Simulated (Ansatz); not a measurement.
The reference is GaS in the beta-GaS type structure (space group P6_3/mmc, No. 194; a = 3.534 Å, c = 15.041 Å; layered, stacked along the Cartesian z axis). Axes: x lies along a and z along c of the hexagonal cell.

Calculations: PBEsol-D3(BJ) (Ansatz, a program for electronic structure; PAW; 420 eV plane waves; without spin-orbit coupling), earlier PAW set.

Before the change:

```
Property   Result
--------  -------
Band gap  1.29 eV
```

The change: a pure shear with ε_xz = ε_zx = 0.0155, atoms relaxed at fixed cell.

Task: What happens to the band gap and energy relative to the base?

Result: The band gap falls by 0.01 eV, from 1.29 eV to 1.28 eV; the energy increases by 0.8 meV/atom.

The cells carry an imposed strain or load. No phonon test of stability was made.
